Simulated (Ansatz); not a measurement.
Results of HSE06 (Ansatz, a program for electronic structure, PAW) for BBi (model structure, started from the zincblende type, F-43m, No. 216, 2 atoms in the cell).

Numerical settings: plane-wave cutoff 520 eV, 8×8×8 k mesh, scalar-relativistic PAW data made under PBE.

Computed at the level's own relaxed cell.

Hill averages of the elastic tensor: K = 85.6 GPa, G = 71.6 GPa. Volume 20.258 Å³/atom, mean atomic mass 109.896 u.

Q: Work out the density, the sound velocities of a polycrystal and the elastic Debye temperature at this level.

A: ρ = 1.66054 × 109.896/20.258 = 9.008 g/cm³. v_l = √[(K + 4G/3)/ρ] = 4.483 km/s and v_t = √(G/ρ) = 2.819 km/s. The mean follows from 3/v_m³ = 1/v_l³ + 2/v_t³: v_m = 3.103 km/s. Θ_D = (ħ/k_B) v_m (6π²/V)^(1/3) = 76.38 K Å s/km × 3.103 × 1.4298 Å⁻¹ = 339 K, counting all atoms of the cell.

Note: the relaxation could raise the start's symmetry but not lower it, so the cell can be a saddle point.

A model structure was made by putting elements into a prototype or built by hand; it is no filed structure, need not be a known phase, and can be a saddle point held by its symmetry.
